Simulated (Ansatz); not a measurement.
Effect of isotropic strain +1.00 % on Pd

Start from Pd in the fcc (Cu type) structure (space group Fm-3m, No. 225; a = 3.9455 Å; relaxed with 0.1 eV smearing).

Modification: every lattice vector is stretched by 1.00 %, atoms relaxed at fixed cell.

Calculations: PBE (Ansatz, a quantum-chemistry and plane-wave program, PAW, without spin-orbit coupling). k-mesh 29×29×29 (Γ-centred); smearing 0.1 eV (Fermi–Dirac).

```tsv
quantity	base	changed	shift
space group	Fm-3m (No. 225)	Fm-3m (No. 225)	–
shortest interatomic distance	5.272 bohr	5.325 bohr	+0.053 bohr
energy relative to the base (free energy F)	0 meV/atom	+6.9 meV/atom	+6.9 meV/atom
pressure	0.0 GPa	-4.6 GPa	-4.6 GPa
band gap	zero	zero	–
```

Stability against distortions was not tested. All final runs are without spin polarisation. Pd lies near a magnetic instability that expansion can trigger; it was not tested.
